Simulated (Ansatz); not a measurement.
Abridged Ansatz (a quantum-chemistry and plane-wave program) output:

```
Relaxation: its limit of steps is 60 (relax.max_steps)
Pseudopotential: C, paw, valence charge 4
Crystal: 2 atoms, lattice volume = 11.307 Å³
Basis set: ecut = 500 eV, 283 PW (Γ), exchange–correlation on 80×80×80 points (64 copies of the dense FFT grid, shifted against one another)
Bands: 8, of which v1, the nominal top of the filled ones, is band 4 counted from 1 (3 counted from 0)
Symmetry: 48 space group operations
k-points: 145 of 4096
Functional: x = r2scan, c = r2scan; τ floored in thin density (d = 2e-4 eV/Å³)
SCF iter   1: F=—  HF=-503.055374 eV  |F-HF|=—  |Δ(HF+E_count)|=         —  Δρ=8.85e-3  dr2=2.38e-3  dr2_τ=3.85e-1  ethr=1.77e-3  ⟨swp⟩=5.1  Hψ=7804  notcnv=0
SCF iter   2: F=—  HF=-503.111395 eV  |F-HF|=—  |Δ(HF+E_count)|=   5.60e-2  Δρ=5.58e-3  dr2=9.71e-4  dr2_τ=5.78e-5  ethr=2.98e-5  ⟨swp⟩=2.0  Hψ=3480  notcnv=0
SCF 1 converged in 6 iterations: F = -503.111457 eV  dr2 = 8.58e-10
relax step   1: F+E_penalty+E_count = -503.11145713 eV  Δ(F+E_penalty+E_count) = +0.000e0 eV  max|allowed force component| = 6.476e-17 eV/Å  Δτ_max = 0.0000 Å  P = -0.999 GPa  Ω = 11.307 Å³  (6 SCF iters, dr2 threshold 1.00e-7 eV, accepted)
[... steps on the carried basis left out ...]
relax step   4: F+E_penalty+E_count = -503.11122083 eV  Δ(F+E_penalty+E_count) = -1.372e-5 eV  max|allowed force component| = 2.035e-16 eV/Å  Δτ_max = 0.0000 Å  P = -1.999 GPa  Ω = 11.333 Å³  stress off target by 1.10e-3 GPa  SCF on the basis re-selected at this cell (its energy is not comparable with the rows above)  (4 SCF iters)
SCF converged after 4 iterations
Free energy (F): -503.111221 eV
Internal energy: -503.111221 eV  (E = F + TS)
E sigma→0 (E₀):  -503.111221 eV
Fermi energy:    15.463720 eV
--- Forces (eV/Å), atoms counted from 1 ---
  atom   1  C      0.00000000     0.00000000    -0.00000000
  atom   2  C     -0.00000000    -0.00000000    -0.00000000
--- Stress (GPa, compression-positive) ---
       -1.998899      -0.000000      -0.000000
       -0.000000      -1.998899      -0.000000
       -0.000000      -0.000000      -1.998899
  P = ⅓ Tr σ = -1.9989 GPa (-19.989 kbar)
--- Relaxed structure (3 steps of the walk, 3 accepted, 1 SCFs on fresh bases) ---
  cell:  # Å, volume = 11.3329 Å³
    - [-2.468070828433801e-34, 1.782803012555913, 1.782803012555913]
    - [1.782803012555913, -1.2579199706210988e-34, 1.782803012555913]
    - [1.782803012555913, 1.782803012555913, -1.5923037602798716e-34]
  atoms:
    - { symbol: C, position: [8.446025413479993e-36, 6.681911775230489e-52, -6.193751969885329e-36] }
    - { symbol: C, position: [0.24999999999999997, 0.24999999999999997, 0.24999999999999997] }
```

### Question
What was computed, and what are the main results?

### Answer
C, 2 atoms in the cell, with Ansatz r2SCAN, no spin-orbit coupling, from a series relaxed to a target (pressure −2 GPa). The last SCF converged to F = -503.111221 eV, or -251.5556 eV per atom, at a pressure of -2.00 GPa. The total energy compares only with runs of the same code, potentials and settings.

Load acts through the strain it causes; cell and atoms are relaxed under it. No phonon test of stability was made. The cell was made from C in the diamond structure (space group Fd-3m, No. 227) by this change: pressure −2 GPa.

Keys are those of Ansatz 0.2.
